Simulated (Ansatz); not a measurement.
Partial pair distribution functions of a relaxed model of amorphous Zr20O45Nb2, broadened by 0.06 Å; density 5.23 g/cm³. Level of theory: PBE, scalar-relativistic without spin-orbit coupling (plane waves to 420 eV, PAW; Ansatz, a first-principles code).

The cell was made by melting and quenching with the CHGNet potential and then relaxed with DFT. O atoms were pushed apart under 1.9 Å during the dynamics, to hinder bonds among them. The hot cell started wider than the set density and was brought back towards it in steps. It is the lowest in DFT energy of 2 quenches. It is a model cell: composition and starting density were chosen by hand, and all elements were melted together. No dispersion term was used. Its density started from a set value of 5.23 and ended at 5.23 g/cm³. Cooling (nominally 300 K/ps over its main leg) ran many orders faster than in experiment, which tends to leave more defects and strain. Values belong to this one cell and scatter from quench to quench. The volume was held where the preparation left it and the shape relaxed, at a PBE pressure of 0.1 GPa.

```json
[
 {"r (Å)": "1.60", "g Zr-O": "0.00", "g O-Nb": "0.00", "g Zr-Zr": "0.00", "g O-O": "0.00"},
 {"r (Å)": "1.70", "g Zr-O": "0.00", "g O-Nb": "0.21", "g Zr-Zr": "0.00", "g O-O": "0.00"},
 {"r (Å)": "1.80", "g Zr-O": "0.11", "g O-Nb": "2.40", "g Zr-Zr": "0.00", "g O-O": "0.00"},
 {"r (Å)": "1.90", "g Zr-O": "1.00", "g O-Nb": "4.77", "g Zr-Zr": "0.00", "g O-O": "0.00"},
 {"r (Å)": "2.00", "g Zr-O": "3.87", "g O-Nb": "7.31", "g Zr-Zr": "0.00", "g O-O": "0.00"},
 {"r (Å)": "2.10", "g Zr-O": "6.84", "g O-Nb": "3.63", "g Zr-Zr": "0.00", "g O-O": "0.00"},
 {"r (Å)": "2.20", "g Zr-O": "5.70", "g O-Nb": "2.39", "g Zr-Zr": "0.00", "g O-O": "0.00"},
 {"r (Å)": "2.30", "g Zr-O": "2.47", "g O-Nb": "1.65", "g Zr-Zr": "0.00", "g O-O": "0.02"},
 {"r (Å)": "2.40", "g Zr-O": "0.41", "g O-Nb": "0.12", "g Zr-Zr": "0.00", "g O-O": "0.37"},
 {"r (Å)": "2.50", "g Zr-O": "0.27", "g O-Nb": "0.00", "g Zr-Zr": "0.00", "g O-O": "1.63"},
 {"r (Å)": "2.60", "g Zr-O": "0.16", "g O-Nb": "0.00", "g Zr-Zr": "0.00", "g O-O": "2.35"},
 {"r (Å)": "2.70", "g Zr-O": "0.14", "g O-Nb": "0.00", "g Zr-Zr": "0.00", "g O-O": "2.18"},
 {"r (Å)": "2.80", "g Zr-O": "0.22", "g O-Nb": "0.01", "g Zr-Zr": "0.00", "g O-O": "2.28"},
 {"r (Å)": "2.90", "g Zr-O": "0.27", "g O-Nb": "0.28", "g Zr-Zr": "0.00", "g O-O": "2.42"},
 {"r (Å)": "3.00", "g Zr-O": "0.08", "g O-Nb": "0.52", "g Zr-Zr": "0.13", "g O-O": "1.84"},
 {"r (Å)": "3.10", "g Zr-O": "0.08", "g O-Nb": "0.24", "g Zr-Zr": "0.36", "g O-O": "1.36"},
 {"r (Å)": "3.20", "g Zr-O": "0.29", "g O-Nb": "0.49", "g Zr-Zr": "0.86", "g O-O": "1.11"},
 {"r (Å)": "3.30", "g Zr-O": "0.41", "g O-Nb": "0.12", "g Zr-Zr": "2.50", "g O-O": "1.01"},
 {"r (Å)": "3.40", "g Zr-O": "0.53", "g O-Nb": "0.37", "g Zr-Zr": "3.64", "g O-O": "1.08"},
 {"r (Å)": "3.50", "g Zr-O": "0.68", "g O-Nb": "0.48", "g Zr-Zr": "2.85", "g O-O": "0.75"},
 {"r (Å)": "3.60", "g Zr-O": "0.74", "g O-Nb": "1.17", "g Zr-Zr": "1.71", "g O-O": "0.66"},
 {"r (Å)": "3.70", "g Zr-O": "0.97", "g O-Nb": "1.37", "g Zr-Zr": "1.69", "g O-O": "0.67"},
 {"r (Å)": "3.80", "g Zr-O": "0.98", "g O-Nb": "1.20", "g Zr-Zr": "2.27", "g O-O": "0.71"},
 {"r (Å)": "3.90", "g Zr-O": "0.98", "g O-Nb": "1.28", "g Zr-Zr": "2.45", "g O-O": "1.00"},
 {"r (Å)": "4.00", "g Zr-O": "1.02", "g O-Nb": "0.47", "g Zr-Zr": "1.89", "g O-O": "1.01"},
 {"r (Å)": "4.10", "g Zr-O": "0.94", "g O-Nb": "0.94", "g Zr-Zr": "1.40", "g O-O": "1.00"},
 {"r (Å)": "4.20", "g Zr-O": "1.14", "g O-Nb": "1.65", "g Zr-Zr": "0.69", "g O-O": "0.98"},
 {"r (Å)": "4.30", "g Zr-O": "1.47", "g O-Nb": "0.94", "g Zr-Zr": "0.40", "g O-O": "0.56"},
 {"r (Å)": "4.40", "g Zr-O": "1.57", "g O-Nb": "0.97", "g Zr-Zr": "0.35", "g O-O": "0.51"},
 {"r (Å)": "4.50", "g Zr-O": "1.52", "g O-Nb": "1.78", "g Zr-Zr": "0.53", "g O-O": "0.66"},
 {"r (Å)": "4.60", "g Zr-O": "1.56", "g O-Nb": "1.94", "g Zr-Zr": "0.59", "g O-O": "0.79"},
 {"r (Å)": "4.70", "g Zr-O": "1.28", "g O-Nb": "1.65", "g Zr-Zr": "0.72", "g O-O": "0.69"}
]
```

Within 3.00 Å each Zr has 6.60 O neighbours on average.
